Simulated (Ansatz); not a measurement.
The reference is SiO2 (space group P4_12_12, No. 92; a = 5.083 Å, c = 7.098 Å).

Level of theory: PBE (Ansatz, a first-principles code), no spin-orbit coupling, earlier PAW set.

One change was made to it. Results:

```json
[
 {"quantity": "hole mass", "base": "1.7 mₑ along c, 1.9 mₑ across (at Γ)", "after": "1.9 mₑ along c, 2.2 mₑ across (at Γ)"},
 {"quantity": "lattice parameter a", "base": "5.083 Å", "after": "4.870 Å"},
 {"quantity": "width of the top valence band", "base": "0.64 eV", "after": "0.50 eV"},
 {"quantity": "valence-band top at Γ (three highest levels, from the VBM)", "base": "0.00, -0.25, -0.25 eV", "after": "0.00, -0.48, -0.48 eV"},
 {"quantity": "gap character", "base": "direct at Γ", "after": "direct at Γ"}
]
```

Question: What was done to the base?
(A) pressure 3 GPa
(B) pressure 0.3 GPa
(C) pressure 0.7 GPa
(D) pressure −1 GPa

Answer: A, pressure 3 GPa. For comparison, the valence-band top at Γ in the other runs: pressure 0.3 GPa gives 0.00, -0.28, -0.28 eV; pressure −1 GPa gives 0.00, -0.14, -0.14 eV; pressure 0.7 GPa gives 0.00, -0.32, -0.32 eV.

Load acts through the strain it causes; cell and atoms are relaxed under it. Masses are band curvatures over ±0.01 Å⁻¹ around the edge. Whether these cells are dynamically stable was not tested.
